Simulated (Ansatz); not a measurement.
Here is the system:

```yaml
crystal:
  lattice:
    - [5.61822, 0.00000, 0.00000]
    - [0.00000, 5.61822, 0.00000]
    - [0.00000, 0.00000, 5.61822]
  atoms:
    - { symbol: Cs, position: [0.00000, 0.00000, 0.00000] }
    - { symbol: Pb, position: [0.50000, 0.50000, 0.50000] }
    - { symbol: Cl, position: [0.00000, 0.50000, 0.50000] }
    - { symbol: Cl, position: [0.50000, 0.00000, 0.50000] }
    - { symbol: Cl, position: [0.50000, 0.50000, 0.00000] }
```

Method: PBEsol with spin-orbit coupling, rigid bands (plane waves, PAW; Ansatz, a first-principles code). How the cell was made: cell and atoms relaxed with PBEsol.

Task: Predict the electron conductivity mass (n e² τ/σ) at 300 K, by direction if it differs.

Result: 0.164 mₑ.

Task: Predict the hole conductivity mass (n e² τ/σ) at 300 K, by direction if it differs.

Result: 0.146 mₑ.

Task: And the band gap?

Result: 0.62 eV at this level; semilocal functionals usually fall short of the measured gap.

Rigid bands, one relaxation time for all states, no polarons.

CsPbCl3 (Pm-3m): a high-temperature phase held by its symmetry.
